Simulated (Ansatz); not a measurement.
TiO2: response to strain

Start from TiO2 in the rutile structure (space group P4_2/mnm, No. 136; a = 4.591 Å, c = 2.939 Å).

Strains are applied to the cell and any free atomic positions relax.

Calculations: PBEsol/PAW in Ansatz (a first-principles code), no SOC.

Notes on the quantities. pressure: mean of the normal stresses, compression positive; energy relative to the base: free energy F.

```
variant                     band gap    pressure  shortest interatomic distance  width of the top valence band  energy relative to the base
------------------------  ----------  ----------  -----------------------------  -----------------------------  ---------------------------
base                         1.87 eV    0.00 GPa                        1.942 Å                        1.65 eV                   0 meV/atom
isotropic strain −3.00 %     1.97 eV   26.16 GPa                        1.896 Å                        1.82 eV                 +68 meV/atom
isotropic strain −2.40 %  (withheld)   20.02 GPa                        1.905 Å                        1.78 eV                 +42 meV/atom
isotropic strain −1.80 %     1.92 eV   14.35 GPa                        1.915 Å                        1.74 eV                 +23 meV/atom
isotropic strain −1.20 %     1.90 eV    9.16 GPa                        1.924 Å                        1.71 eV                 +10 meV/atom
isotropic strain −0.60 %     1.89 eV  (withheld)                        1.933 Å                        1.68 eV                +2.5 meV/atom
```

Problem. Fill in the withheld entries from the trend.

Solution. 
- isotropic strain −2.40 %, band gap: 1.95 eV
- isotropic strain −0.60 %, pressure: 4.38 GPa

Whether these cells are dynamically stable was not tested. All final runs are without spin polarisation.
